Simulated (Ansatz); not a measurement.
**SnO₂ (P4₂/mnm, No. 136, 12 atoms in the cell; start mp-1041584)**

These are LDA (Ansatz, a first-principles code, PAW) values and carry that method's errors.

Settings: plane-wave cutoff 520 eV, 8×8×8 k mesh, Fermi–Dirac smearing 0.01 eV, scalar-relativistic PAW data made under PBE.

Cell (relaxed at this level):

```
CELL_PARAMETERS angstrom
     -3.19035     3.33954     3.33954
      3.19035    -3.33954     3.33954
      3.19035     3.33954    -3.33954
ATOMIC_POSITIONS crystal
  Sn 0.00000 0.25000 0.75000
  Sn 0.00000 0.75000 0.25000
  Sn 0.50000 0.50000 0.50000
  Sn 0.50000 0.00000 0.00000
  O  0.19392 0.19392 0.50000
  O  0.80608 0.80608 0.50000
  O  0.19392 0.69391 0.00000
  O  0.80608 0.30609 0.00000
  O  0.69392 0.75000 0.94392
  O  0.30608 0.25000 0.05608
  O  0.30608 0.75000 0.55608
  O  0.69392 0.25000 0.44392
```

band gap: 1.16 eV (on the SCF k mesh)

Note: the relaxation could not lower the start's symmetry, so the cell can be a saddle point above a distorted one.

Spin–orbit coupling is not included.

A start named mp-… is a Materials Project structure, which need not be a measured phase.
